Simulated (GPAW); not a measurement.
GPAW run on BeSe (F-43m, 2 atoms in the cell): self-consistent single point.

Level of theory: PBE, GPAW PAW datasets PBE (gpaw-data 1.0.1) (plane waves; GPAW).

The change in words: lattice scaled by 0.98. Reference geometry:
```
CELL_PARAMETERS angstrom
      0.00000     2.57000     2.57000
      2.57000     0.00000     2.57000
      2.57000     2.57000     0.00000
ATOMIC_POSITIONS crystal
  Be 0.00000 0.00000 0.00000
  Se 0.25000 0.25000 0.25000
```

Reference input (self-consistent single point, DFT PBE, plane waves, GPAW PAW datasets PBE (gpaw-data 1.0.1)): mode = pw; ecut = 850 eV; xc = PBE; kpts = 9 9 9; mesh shift (steps) = 0 0 0; occupations.name = fermi-dirac; occupations.width = 0.05 eV; nbands = -8; convergence.bands = -6; symmetry.symmorphic = false; symmetry.tolerance = 0.0005; maxiter = 100. This run's input differs from it in these lines:

```diff
@@ -5,5 +5,5 @@
 atoms = Atoms(['Be', 'Se'],
-              cell=[[0.000000, 2.570000, 2.570000],
-                    [2.570000, 0.000000, 2.570000],
-                    [2.570000, 2.570000, 0.000000]],
+              cell=[[0.000000, 2.518600, 2.518600],
+                    [2.518600, 0.000000, 2.518600],
+                    [2.518600, 2.518600, 0.000000]],
               scaled_positions=[[0.000000, 0.000000, 0.000000],
```

The program printed (abridged):

```
     iter     time        total  log10-change:
                         energy   eigst   dens
iter:   1 --:--:--    -8.839392   +0.74
iter:   2 --:--:--    -8.825300   -1.16  -0.96
iter:   3 --:--:--    -8.723849   -1.83  -0.98
iter:   4 --:--:--    -8.722986   -3.46  -1.78
iter:   5 --:--:--    -8.722726c  -4.43  -1.80
iter:   6 --:--:--    -8.723001c  -3.96  -1.87
iter:   7 --:--:--    -8.722996c  -5.46  -2.60
iter:   8 --:--:--    -8.722937c  -4.98  -2.62
iter:   9 --:--:--    -8.722932c  -6.89  -3.20
iter:  10 --:--:--    -8.722932c  -7.10  -3.39
iter:  11 --:--:--    -8.722932c  -8.34c -3.58
iter:  12 --:--:--    -8.722934c  -6.90  -3.57
iter:  13 --:--:--    -8.722933c  -8.26c -4.17c
Converged after 13 iterations.

Dipole moment: (-4.092793, -4.092793, -4.092793) |e|*Ang

Energy contributions relative to reference atoms: (reference = -66501.717104)

Kinetic:        +18.996207
Potential:      -16.689985
External:        +0.000000
XC:             -10.957116
Entropy (-ST):   -0.000000
Local:           -0.072039
SIC:             +0.000000
--------------------------
Free energy:     -8.722933
Extrapolated:    -8.722933

Showing only first 2 kpts
 Kpt  Band  Eigenvalues  Occupancy
  0     2      5.62547    2.00000
  0     3      5.62547    2.00000
  0     4     10.47582    0.00000
  0     5     10.62570    0.00000

  1     2      5.06331    2.00000
  1     3      5.06331    2.00000
  1     4     10.17751    0.00000
  1     5     11.48335    0.00000

Fermi level: 6.54133

Gap: 2.564 eV
Transition (v -> c):
   [... lines left out ...]
Direct/indirect transitions are different
Direct gap: 4.850 eV
Transition at: (s=0, k=0, n=3, [0.00, 0.00, 0.00])
Energy (eV): -8.722933

Forces in eV/Ang:
  0 Be    0.00000    0.00000    0.00000
  1 Se    0.00000    0.00000   -0.00000

Stress tensor:
    -0.049402     0.000000     0.000000
     0.000000    -0.049402     0.000000
     0.000000     0.000000    -0.049402
Stress (GPa, Voigt): [-7.9151 -7.9151 -7.9151  0.      0.      0.    ]
```

The run converged in 13 iterations. GPAW prints stress with tension positive. Against the reference run the free energy goes up by 30.7 meV/atom, the pressure goes from 2.21 to 7.92 GPa and the gap on the mesh goes from 2.699 to 2.564 eV.

The starting cell has typed, rounded lattice constants, without a prior relaxation at this level. For this run, on top of that: lattice scaled by 0.98. With a pressure of about 8 GPa the cell is away from its equilibrium volume at this level.
